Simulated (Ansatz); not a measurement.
Rock-salt PrN, treated with PBEsol in Ansatz (PAW).

Settings: plane-wave cutoff 500 eV, 14×14×14 k mesh, Fermi–Dirac smearing 0.05 eV, spin-polarised with parallel moments, scalar-relativistic PAW data made under PBE.

Computed at the level's own relaxed cell.

Q: Estimate the equilibrium volume per atom and lattice parameter a that the calculation returns.

A: 
- equilibrium volume per atom = 15.34 Å³/atom
- lattice parameter a = 4.969 Å

The run finds no gap.

Note: the magnetic order was assumed, not searched for or taken from measurement; the 4f shell is treated without U or exact exchange, so its levels and filling can be wrong; the volume lies 10 % below that of the published cell.

Spin–orbit coupling is not included.

The computed numbers hold no vibrational or temperature effects.

Cost on a shared machine: very roughly 80 core-seconds.

Ansatz is a program for electronic structure.
